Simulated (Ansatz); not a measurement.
HfTeS (P3m1, No. 156, 3 atoms in the cell; start mp-1224272), treated with r²SCAN+rVV10 (Ansatz, a program for electronic structure, PAW).

Run with plane-wave cutoff 560 eV, 18×18×8 k mesh (along the axes of the cell as run), Fermi–Dirac smearing 0.05 eV, scalar-relativistic PAW data made under PBE.

Cell (relaxed at this level):

```
HfSTe
1.0
    3.79773     0.00000     0.00000
   -1.89886     3.28893     0.00000
    0.00000     0.00000     6.37523
Hf Te S
1 1 1
Cartesian
  0.00000   2.19262   0.19336
  0.00000   0.00000   4.69813
  1.89886   1.09631   1.48374
```

Problem. Give the computed band gap.

Solution. 
- band gap: 0.04 eV (under three smearing widths, so not firm)

Note: the relaxation could not lower the start's symmetry, so the cell can be a saddle point above a distorted one.

Spin–orbit coupling is not included; it can close the smallest gap of 0.04 eV.

The computed numbers hold no vibrational or temperature effects.

A start named mp-… is a Materials Project structure, which need not be a measured phase.
